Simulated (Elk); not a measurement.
Elk 10.2.4, DFT, PBE, all-electron FP-LAPW, Elk's shipped species files: rock-salt MgO (Mg4O4), 8 atoms. Basis and mesh were picked for this test and aren't claimed converged.

```json
{
  "cell": "4.21, 4.21, 4.21 Å; 90, 90, 90°",
  "task": "ground state",
  "xctype": "20",
  "swidth": "0.001 Hartree",
  "k mesh (ngridk)": "7×7×7",
  "maxscl": "100",
  "broydpm": "[0.4, 0.15] (default)",
  "rgkmax": "7 (default)",
  "empty states an atom (nempty)": "4 (default)",
  "epspot (Hartree)": "1e-06 (default)",
  "epsengy (Hartree)": "0.0001 (default)",
  "k-points after symmetry": "20",
  "largest_matrix_size": "449",
  "valence_states": "64"
}
```

Hardware: Intel Xeon 6 (Granite Rapids), 96 cores on 1 socket, 2 hardware threads a core, 3 L3 cache groups, 3 NUMA nodes.

Wall times, medians of two to five repeats, each run alone on the node (launch to exit). Processes are pinned to neighbouring cores unless said otherwise. Build: conda-forge: no MPI, OpenMP (GNU), OpenBLAS with its own threads, FFTW. Other compilers and libraries give other times. Scratch files lie in a memory file system.

All on 32 threads, 1 BLAS thread. Base settings, kept where nothing else is said: mixsdb = 5 (default), mixtype = 3 (default) (beta0 not set). The candidates, on 32 cores each, agree within 2.0 meV/atom in energy:
A. mixsdb = not set, mixtype = 1, beta0 = 0.1
B. the base settings
C. mixsdb = not set, mixtype = 1, beta0 = 0.05 (default)
D. mixsdb = 3
E. mixsdb = 20
F. mixsdb = not set, mixtype = 0, beta0 = 0.2

**Question.** Which choice gives the shortest wall time?

**Answer.** D and B and E, at 3.2 s to 3.4 s, level within 8 % or the scatter of repeats. At the other end F takes 4.1× as long.

```json
[
 {"candidate": "D", "wall time": "3.2 s", "repeats": "3 runs within 1 %", "self-consistent loops": "15"},
 {"candidate": "B", "wall time": "3.4 s", "repeats": "3 runs within 1 %", "self-consistent loops": "16"},
 {"candidate": "E", "wall time": "3.4 s", "repeats": "3 runs within 6 %", "self-consistent loops": "16"},
 {"candidate": "C", "wall time": "4.5 s", "repeats": "3 runs within 1 %", "self-consistent loops": "22"},
 {"candidate": "A", "wall time": "4.5 s", "repeats": "3 runs within 10 %", "self-consistent loops": "22"},
 {"candidate": "F", "wall time": "13 s", "repeats": "2 runs within 1 %", "self-consistent loops": "67"}
]
```

From the slowest to the fastest: The count of self-consistent loops goes from 67 to 15.
